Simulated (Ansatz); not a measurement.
Consider Ti (space group P6/mmm, No. 191; a cell from a computed database, its experimental status unchecked; relaxed with 0.1 eV smearing).

```
CELL_PARAMETERS angstrom
      4.56824     0.00000     0.00000
     -2.28412     3.95621     0.00000
      0.00000     0.00000     2.82641
ATOMIC_POSITIONS crystal
  Ti 0.00000 0.00000 0.00000
  Ti 0.33333 0.66667 0.50000
  Ti 0.66667 0.33333 0.50000
```

Cartesian axes are those of the cell as printed.

Method: DFT with r2SCAN, PAW potentials and a 500 eV plane-wave cutoff in Ansatz (an electronic-structure program), no spin-orbit coupling, earlier PAW set.

It is then changed as follows: a pure shear with ε_xz = ε_zx = -0.0164, atoms relaxed at fixed cell.

Task: Predict the stress tensor and what it implies for the stiffness.

Result: Stress of the strained cell less that of the base (GPa, compression positive):
```
    0.1     0.0     2.0
    0.0     0.0     0.0
    2.0     0.0     0.1
```

Then −Δσ/γ with γ = 2ε = -0.0328 gives secant stiffness values (nonlinear terms included at this strain): C55 ≈ 62 GPa.

No phonon test of stability was made. The final runs are not spin-polarised. This is not the structure that Ti has at room temperature and ambient pressure.
